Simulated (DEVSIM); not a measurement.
System: Si p+/n-/n+ power diode, at 300 K.

Layer 1 from the left is Si, thickness (μm) 1.60, Na (cm⁻³) 2e18, τn (s) 6.8e-5, τp (s) 6.8e-5. Layer 2 from the left is Si, thickness (μm) 14.0, Nd (cm⁻³) 2e16, τn (s) 6.8e-5, τp (s) 6.8e-5. Layer 3 from the left is Si, thickness (μm) 1.00, Nd (cm⁻³) 3.9e18, τn (s) 6.8e-5, τp (s) 6.8e-5.

Left contact: ohmic. Right contact: ohmic. Voltage is applied to the left contact. Recombination: SRH at mid-gap, Auger. Mobility is constant in doping.

The device is made up for the run: typed textbook-type constants, with dimensions and the other settings drawn at random. Values at 300 K.

Si: gap (eV) 1.124, affinity (eV) 4.05, permittivity 11.7, Nc (cm⁻³) 2.86e19, Nv (cm⁻³) 3.1e19, μn (cm²/Vs) 1417, μp (cm²/Vs) 470, Cn (cm⁶/s) 2.8e-31, Cp (cm⁶/s) 9.9e-32.

Simulated with DEVSIM: 1D drift-diffusion, Boltzmann statistics, complete ionisation; no tunnelling, impact ionisation, image-force lowering or self-heating.

What does the simulation give for the dark forward voltage at 1 A/cm², the dark forward voltage at 100 A/cm²?

dark forward voltage at 1 A/cm² 0.689 V; dark forward voltage at 100 A/cm² 0.815 V.
